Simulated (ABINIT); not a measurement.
Worked example: self-consistent single point of TiS (P-6m2, 2 atoms in the cell) in ABINIT.

Computed with LDA (PW92), PAW (JTH v2.0 LDA PAW) (plane waves; ABINIT).

```
TiS
1.0
    3.26717     0.00000     0.00000
   -1.63359     2.82945     0.00000
    0.00000     0.00000     3.21706
Ti S
1 1
Cartesian
  1.63359   0.94315   0.00000
  0.00000   0.00000   1.60853
```

Reference input (self-consistent single point, DFT, PBEsol, plane waves, PAW (JTH v2.0 PBE PAW, files made for PBE)): pseudos = [Ti.GGA_PBE-JTH.xml, S.GGA_PBE-JTH.xml]; ecut = 30 Ha; pawecutdg = 60 Ha; pawxcdev = 0; ixc = -116133; occopt = 7; tsmear = 0.00734986 Ha; ngkpt = 12 12 10; nshiftk = 1; shiftk = 0 0 0; potentials = JTH v2.0 PBE PAW; nband = 14. This run's input differs from it in these lines:

```diff
@@ -1,4 +1,4 @@
-# TiS, JTH v2.0 PBE PAW
+# TiS, JTH v2.0 LDA PAW
 pp_dirpath "./"
-pseudos "Ti.GGA_PBE-JTH.xml, S.GGA_PBE-JTH.xml"
+pseudos "Ti.LDA_PW-JTH.xml, S.LDA_PW-JTH.xml"
 acell 3.2671698739 3.2671698739 3.2170600000 Angstrom
@@ -19,3 +19,2 @@
 pawxcdev 0
-ixc -116133
 occopt 7
```

Its files differ too (potentials: JTH v2.0 PBE PAW → JTH v2.0 LDA PAW).

Output (repeated stretches shortened):

```
--- !BeginCycle
solver: {iscf: 17, nstep: 50, nline: 4, wfoptalg: 10, }
tolerances: {toldfe: 1.00E-09, }
...

     iter   Etot(hartree)      deltaE(h)  residm     nres2
 ETOT  1  -68.219686035623    -6.822E+01 6.690E+00 5.871E+00
 ETOT  2  -69.244082413102    -1.024E+00 2.645E-01 1.192E+01
 ETOT  3  -69.225911333210     1.817E-02 1.937E-01 3.953E+00
 ETOT  4  -69.217657678662     8.254E-03 3.877E-02 1.438E-01
 ETOT  5  -69.218238383914    -5.807E-04 7.069E-02 3.356E-02
   [... 4 lines left out ...]
 ETOT 10  -69.218184658207    -2.933E-08 1.691E-03 9.559E-07
 ETOT 11  -69.218184657028     1.179E-09 9.081E-04 8.815E-09
 ETOT 12  -69.218184657249    -2.208E-10 5.846E-04 1.368E-09
 ETOT 13  -69.218184657250    -4.263E-13 7.501E-04 1.113E-10
 At SCF step   13, etot is converged :
  for the second time, diff in etot=  4.263E-13 < toldfe=  1.000E-09

 Cartesian components of stress tensor (hartree/bohr^3)
  sigma(1 1)=  2.85433265E-04  sigma(3 2)=  0.00000000E+00
  sigma(2 2)=  2.85433264E-04  sigma(3 1)=  0.00000000E+00
  sigma(3 3)=  3.34973153E-04  sigma(2 1)=  8.43827145E-14

 ----iterations are completed or convergence reached----

 reduced coordinates (array xred) for    2 atoms
       0.666666666661      0.333333333294      0.000000000000
      -0.000000000006     -0.000000000039      0.500000000000
 cartesian forces (eV/Angstrom) at end:
    1     -0.00000000000000    -0.00000000000000    -0.00000000000000
    2     -0.00000000000000    -0.00000000000000    -0.00000000000000
 frms,max,avg= 0.0000000E+00 0.0000000E+00   0.000E+00  0.000E+00  0.000E+00 e/A
   [... lines left out ...]
 Fermi (or HOMO) energy (hartree) =   0.35752   Average Vxc (hartree)=  -0.43327
   [... lines left out ...]
'-kT*entropy'       : -3.21646841575626E-04
total_energy        : -6.92181856147264E+01
total_energy_eV     : -1.88352261885505E+03
...

-Cartesian components of stress tensor (GPa)         [Pressure= -8.8836E+00 GPa]
- sigma(1 1)=  8.39773517E+00  sigma(3 2)=  0.00000000E+00
- sigma(2 2)=  8.39773516E+00  sigma(3 1)=  0.00000000E+00
- sigma(3 3)=  9.85524877E+00  sigma(2 1)=  2.48262476E-09

 Calculation completed.
```

The run converged in 13 iterations. Against the reference run the pressure goes from -5.26 to -8.88 GPa.

The starting cell comes from a database of computed structures (which also holds hypothetical and non-ambient phases and stackings), without a prior relaxation at this level. Spin polarisation is off, so a magnetic state, if there is one, cannot be reached. With a pressure of about -9 GPa the cell is away from its equilibrium volume at this level.

Cost on one core of a shared machine: roughly 2 min.
